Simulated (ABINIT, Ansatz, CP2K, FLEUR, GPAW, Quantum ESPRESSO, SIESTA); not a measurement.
# One structure in several programs: WSe2 (P6_3/mmc, 6 atoms in the cell)

Self-consistent single point.

```xyz
6
Lattice="3.3226 0.0000 0.0000 -1.6613 2.8774 0.0000 0.0000 0.0000 13.7482" Properties=species:S:1:pos:R:3 pbc="T T T"
W      1.6613     0.9591    10.3111
W      0.0000     1.9183     3.4370
Se     0.0000     1.9183    11.9747
Se     1.6613     0.9591     1.7735
Se     1.6613     0.9591     5.1006
Se     0.0000     1.9183     8.6476
```

All programs got the same cell, k-point mesh and kind of occupations (some realise fixed ones as a very narrow smearing) (in Ansatz's words: kpoints.mp_grid.grid = 6 6 2; scf.occupations.method = fixed); potentials, basis and cutoffs are each program's usual ones.

```json
[
 {"code": "Quantum ESPRESSO", "model": "PBE, GBRV 1.5 ultrasoft (PBE) pseudopotentials", "pressure (GPa)": "0.54", "largest force (eV/Å)": "0.248", "gap on the mesh (eV)": "1.223", "k-points": "14", "cutoff": "40 Ry"},
 {"code": "ABINIT", "model": "PBE, norm-conserving pseudopotentials (PseudoDojo nc-sr-05 PBE standard)", "pressure (GPa)": "1.42", "largest force (eV/Å)": "0.238", "gap on the mesh (eV)": "1.219", "k-points": "14", "cutoff": "43 Ha"},
 {"code": "GPAW", "model": "PBE, GPAW PAW datasets PBE (gpaw-data 1.0.1)", "pressure (GPa)": "1.27", "largest force (eV/Å)": "0.227", "gap on the mesh (eV)": "1.219", "k-points": "14", "cutoff": "550 eV"},
 {"code": "FLEUR", "model": "PBE, all-electron FLAPW (FLEUR), scalar-relativistic valence", "pressure (GPa)": "–", "largest force (eV/Å)": "0.405", "gap on the mesh (eV)": "1.246", "k-points": "14", "cutoff": "Kmax 3.6 1/bohr"},
 {"code": "CP2K", "model": "PBE, GPW, DZVP-MOLOPT-SR-GTH basis, GTH-PBE potentials (GTH_POTENTIALS)", "pressure (GPa)": "1.84", "largest force (eV/Å)": "0.279", "gap on the mesh (eV)": "1.236", "k-points": "40", "cutoff": "grid 500 Ry"},
 {"code": "SIESTA", "model": "GGA PBE, numerical atomic orbitals DZP, PseudoDojo PBE standard norm-conserving potentials (rewritten from UPF to PSML)", "pressure (GPa)": "7.00", "largest force (eV/Å)": "1.355", "gap on the mesh (eV)": "1.237", "k-points": "46", "cutoff": "grid 350 Ry"},
 {"code": "Ansatz", "model": "PBE, PAW files", "pressure (GPa)": "1.27", "largest force (eV/Å)": "0.218", "gap on the mesh (eV)": "1.226", "k-points": "14", "cutoff": "420 eV"}
]
```

A dash marks a value that a program does not give, or that is left out as unsure.

Gaps are read on the mesh.

The spread over the programs that give each value: pressure within 6.46 GPa; largest force within 1.137 eV/Å; gap on the mesh within 0.027 eV.

The starting cell comes from a database of computed structures (which also holds hypothetical and non-ambient phases and stackings), without a prior relaxation at this level. Its lattice was rescaled by a random factor within 2.5 % of one. On Ansatz's run: Spin-orbit coupling is off.

**Question.** Why do the programs differ, and what cannot be compared?

**Answer.** Differences of this kind can come from the potentials, where these differ, and from what each basis and cutoff leave unconverged. The valence holds different numbers of electrons (Quantum ESPRESSO 52, ABINIT 92, GPAW 52, FLEUR 92, CP2K 52, SIESTA 92, Ansatz (a quantum-chemistry and plane-wave program) 92). The zero of total energies and Fermi levels follows the potentials and each program's conventions, so they are not compared here. CP2K and SIESTA use small atom-centred bases, whose incompleteness enters pressures, forces and empty levels differently from a plane-wave cutoff. FLEUR treats all electrons, but the usual bases taken here (sphere radii, linearisation, local orbitals, empty states) were not tested for convergence, so the values are no reference for the others. Ansatz's pressure is given at a fixed set of plane waves, as the other plane-wave codes print theirs; with its correction for the finite basis it is 1.30 GPa. The programs reduce the same mesh by symmetry to different extents, which changes the work and not the result. In the pressure, SIESTA (by 5.74) lies more than 1 GPa from the median of the plane-wave programs. In the force vectors, FLEUR (by 0.173) and SIESTA (by 1.123) lie more than 0.08 eV/Å from the median of the plane-wave programs.

Keys are those of Ansatz 0.2.
